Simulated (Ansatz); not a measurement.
Input and output of a self-consistent single point for Ag (Fm-3m, 1 atom in the cell) (Ansatz, a quantum-chemistry and plane-wave program).

Computed with PBE with spin-orbit coupling (plane waves, PAW; Ansatz).

```
CELL_PARAMETERS angstrom
      0.00000     2.06080     2.06080
      2.06080     0.00000     2.06080
      2.06080     2.06080     0.00000
ATOMIC_POSITIONS crystal
  Ag 0.00000 0.00000 0.00000
```

Reference input (self-consistent single point, DFT, PBE, plane waves, default PAW files): kpoints.mp_grid.grid = 9 9 9; hamiltonian.xc = pbe; hamiltonian.pseudopotentials = {kind: paw} (the program's default PAW files); scf.occupations.method = gaussian; scf.occupations.width = 0.272 eV. This run's input differs from it in these lines:

Ansatz 0.2 input:
```diff
@@ -14,2 +14,5 @@
     kind: paw
+magnetization:
+  noncollinear: true
+  spin_orbit: true
 scf:
```

Log, with long lists cut:

```
SCF iter   1: F=—  HF=-7593.161879 eV  |F-HF|=—  |Δ(HF+E_count)|=         —  Δρ=6.88e-2  dr2=8.97e-1  dr2_m=0.00e0 (ungated)  ethr=3.10e-3  |M|=0.00e0 ∫|m|=0.00e0 μB  |m|>n=0.0e0 m-floor=0.0e0 τ_xc=0.0e0  β_m=0.30  ⟨swp⟩=6.8  Hψ=2267  notcnv=0  defer=2
all-band conjugate gradients solve this SCF's bands
preconditioner: auto → none
   [... lines left out ...]
SCF iter   6: F=-7592.923455 eV  HF=-7592.923455 eV  |F-HF|=2.62e-10  |Δ(HF+E_count)|=   8.57e-7  Δρ=3.46e-6  dr2=8.29e-10  dr2_m=0.00e0 (ungated)  ethr=5.26e-10  |M|=0.00e0 ∫|m|=0.00e0 μB  |m|>n=0.0e0 m-floor=0.0e0 τ_xc=0.0e0  ⟨swp⟩=8.5  Hψ=2251  notcnv=0
the last iteration of the SCF fills more bands at one k-point than at another …
SCF 1 converged in 6 iterations: F = -7592.923455 eV  dr2 = 8.29e-10
Magnetization: |M| = 0.0000 μB,  M = (+0.0000, +0.0000, +0.0000) μB
Absolute magnetization: 0.0000 μB (∫|m|)
  site 0: m = (+0.0000, +0.0000, +0.0000) μB, |m| = 0.0000 μB  (R = 1.20 Å)
Free energy (F): -7592.923455 eV
Internal energy: -7592.918748 eV  (E = F + TS)
E sigma→0 (E₀):  -7592.921102 eV
Entropy (-TS):   -0.004707 eV (-4.707 meV/atom)
Fermi energy:    16.994114 eV
--- Forces (eV/Å), atoms counted from 1 ---
  atom   1  Ag    -0.00000000     0.00000000     0.00000000
--- Stress (GPa, compression-positive) ---
        1.489863      -0.000000      -0.000000
       -0.000000       1.489863       0.000000
       -0.000000      -0.000000       1.489863
  P = ⅓ Tr σ = 1.4899 GPa (14.899 kbar)
  The stress holds the Pulay correction. Without it, at fixed plane waves, as pw.x and ABINIT print it: P = 1.4238 GPa
```

The run converged in 6 iterations. Against the reference run the pressure goes from 1.63 to 1.49 GPa.

The starting cell comes from a database of computed structures (which also holds hypothetical and non-ambient phases and stackings), without a prior relaxation at this level. Its lattice was rescaled by a random factor within 2.5 % of one. Ansatz's pressure includes its estimate of the finite-basis (Pulay) stress.
